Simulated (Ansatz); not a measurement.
# Cost against accuracy: basis.ecutwfc for CuAu (P4/mmm, 2 atoms in the cell)

```
CELL_PARAMETERS angstrom
      2.85811     0.00000     0.00000
      0.00000     2.85811     0.00000
      0.00000     0.00000     3.59092
ATOMIC_POSITIONS crystal
  Cu 0.50000 0.50000 0.50000
  Au 0.00000 0.00000 0.00000
```

Method: PBE, PAW files (plane waves; Ansatz, a first-principles code).

Base settings: basis.ecutwfc = 30.9 Ry; kpoints.mp_grid.grid = 8 8 6; hamiltonian.xc = pbe; hamiltonian.pseudopotentials = {kind: paw} (the program's default PAW files); scf.occupations.method = fermi_dirac; scf.occupations.width = 0.0073 Ry.

Misses are taken against the tightest run, 61.7 Ry, which need not be fully converged itself. The energy is the free energy per atom.

The count of work is k-points × plane waves × bands × iterations; it is no time, and leaves out set-up, grids and terms that scale otherwise. 

Ansatz's pressure holds its estimate of the finite-basis (Pulay) stress, which hides part of the cutoff error; the uncorrected pressure shows it.

The starting cell comes from a database of computed structures (which also holds hypothetical and non-ambient phases and stackings), without a prior relaxation at this level. Its lattice was rescaled by a random factor within 2.5 % of one. Spin polarisation is off. In the base run, with a pressure of about 4 GPa the cell is away from its equilibrium volume at this level. Ansatz's pressure includes its estimate of the finite-basis (Pulay) stress.

The runs (basis.ecutwfc): 12.5 Ry | 15.4 Ry | 18.4 Ry | 21.7 Ry | 24.6 Ry | 27.9 Ry | 30.9 Ry | 35.6 Ry | 40.1 Ry | 46.3 Ry | 54 Ry | 61.7 Ry.

Problem. Which is the coarsest setting among those run that, with all tighter ones, holds the energy within 2 meV/atom of the reference, and what does it save?

Solution. 35.6 Ry, off by 0.60 meV/atom; it needs 0.40 of the reference's count of work.

Problem. Which is the coarsest setting among those run that, with all tighter ones, holds the energy within 0.5 meV/atom of the reference, and what does it save?

Solution. 40.1 Ry, off by 0.22 meV/atom; its saving against the reference is no more than about a factor of 2 in the count of work.

Problem. What does the step from 12.5 Ry to 35.6 Ry buy?

Solution. It takes the miss in the energy from 26000 to 0.60 meV/atom, for 5.2 times the count of work.

```csv
basis.ecutwfc,energy less reference (meV/atom),pressure less reference (GPa),uncorrected pressure less reference (GPa),count of work / reference
12.5 Ry,25871.12,-32.55,-1153.60,0.078
15.4 Ry,6429.75,-1.92,-364.40,0.12
18.4 Ry,1205.57,6.54,-91.46,0.14
21.7 Ry,140.06,0.56,-15.33,0.20
24.6 Ry,14.94,0.04,-1.98,0.23
27.9 Ry,3.62,0.04,-0.04,0.31
30.9 Ry,2.52,0.02,-0.08,0.32
35.6 Ry,0.60,0.01,-0.04,0.40
40.1 Ry,0.22,0.00,0.00,0.52
46.3 Ry,0.11,0.00,0.00,0.64
54 Ry,0.06,0.00,0.00,0.82
61.7 Ry,0.00,0.00,0.00,1.0
```

Keys are those of Ansatz 0.2.
